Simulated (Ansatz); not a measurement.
The starting structures come from a database of crystals and need not be the phases stable at ambient conditions.

 Where the default PAW files enter, the runs use the earlier of Ansatz's two default sets.

Inside the gap of an insulator the Bloch states are evanescent, with a wavenumber k + iκ along the transport direction.

Consider the following.

```xyz
20
Lattice="4.9278 0.0000 0.0000 0.0000 6.4144 0.0000 0.0000 0.0000 8.8048" Properties=species:S:1:pos:R:3 pbc="T T T"
Li     0.0000     3.2072     0.0000
Li     2.4639     0.0000     0.0000
Li     2.4639     0.0000     4.4024
Li     0.0000     3.2072     4.4024
Ta     2.6501     2.0066     2.2012
Ta     2.2777     4.4078     6.6036
Ta     0.1862     1.2006     6.6036
Ta     4.7416     5.2138     2.2012
O      3.3899     0.2185     2.2012
O      1.5379     6.1959     6.6036
O      0.9260     2.9887     6.6036
O      4.0018     3.4257     2.2012
O      0.8967     5.2466     0.7085
O      4.0311     1.1677     8.0963
O      3.3606     4.3749     8.0963
O      1.5672     2.0395     0.7085
O      1.5672     2.0395     3.6939
O      3.3606     4.3749     5.1109
O      4.0311     1.1677     5.1109
O      0.8967     5.2466     3.6939
```

Space group of this cell: Pnma. The cell is strained (lengths along the current scaled by 1.03, ions clamped); by PBEsol its mean pressure is -9.5 GPa.

Transport runs along the normal of the first two printed cell vectors.

The gap is the functional's own, uncorrected, and κ follows it; spin-orbit coupling is left out. Mid-gap values are interpolated between the computed energies.

Task: Estimate the band gap and the smallest decay constant κ at mid-gap that Ansatz (a program for electronic structure) with PBEsol returns for this system.

Result: Gap 3.29 eV on a 6×6×4 mesh; κ = 0.462 1/Å, at (0.167, 0.000) of the in-plane reciprocal vectors. At the zone centre, at the nearest computed energy, the slowest state has κ = 0.46 1/Å.
